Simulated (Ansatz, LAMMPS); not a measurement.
## Random Si-Ge alloy, 4x4x4 cubic cells, lattice parameter by Vegard's rule

Cell 22.99 × 22.99 × 22.99 Å, Si23Ge489, 512 atoms. Prepared with Tersoff's 1989 multicomponent potential (SiCGe.tersoff) (LAMMPS): minimisation. 

The numbers are results of PBE, support functions at accuracy medium on the grid of 370 eV (norm-conserving potentials; Ansatz, a quantum-chemistry and plane-wave program), not measurements.

Basis: localised support functions (accuracy medium) on a full density matrix. k-points: zone centre alone; occupations: Fermi-Dirac, 0.020 eV; spin polarisation not allowed. No spin-orbit coupling.

```yaml
energy over the perfect crystal(s), per atom: 4 meV/atom
electronic_character_of_the_cell: no gap resolved at this smearing
coordination (neighbours within 2.987 Å): 100.0 % 4-fold
Ge-Ge bonds, mean ± spread: 2.493 ± 0.003 Å
Ge-Si bonds, mean ± spread: 2.445 ± 0.003 Å
bond angles, mean ± spread: 109.5° ± 0.5°
pressure: 0.05 GPa
cost_of_the_final_run: roughly 29 core-minutes, 10 SCF iterations, 11 GiB
```
